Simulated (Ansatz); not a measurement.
NaBeH3 (Pm-3m, No. 221, 5 atoms in the cell; start mp-23729), treated with r²SCAN (Ansatz, an electronic-structure program, PAW).

Settings: plane-wave cutoff 560 eV, 10×10×10 k mesh, Fermi–Dirac smearing 0.01 eV, scalar-relativistic PAW data made under PBE.

The cell is the one relaxed with PBEsol. Conventional cell: a = 3.3256 Å, b = 3.3256 Å, c = 3.3256 Å, α = 90.00°, β = 90.00°, γ = 90.00°.

```yaml
crystal:
  lattice:
    - [3.32559, 0.00000, 0.00000]
    - [0.00000, 3.32559, 0.00000]
    - [0.00000, 0.00000, 3.32559]
  atoms:
    - { symbol: Na, position: [0.50000, 0.50000, 0.50000] }
    - { symbol: Be, position: [0.00000, 0.00000, 0.00000] }
    - { symbol: H, position: [0.50000, 0.00000, 0.00000] }
    - { symbol: H, position: [0.00000, 0.50000, 0.00000] }
    - { symbol: H, position: [0.00000, 0.00000, 0.50000] }
```

### Question
List the 9 lowest band energies at Γ above −25 eV (eV, relative to the valence band maximum), grouping those that round alike.

### Answer
At Γ: -24.61 (×3), -10.08, -0.67 (×2), 3.79 (×3).

A start named mp-… is a Materials Project structure, which need not be a measured phase.
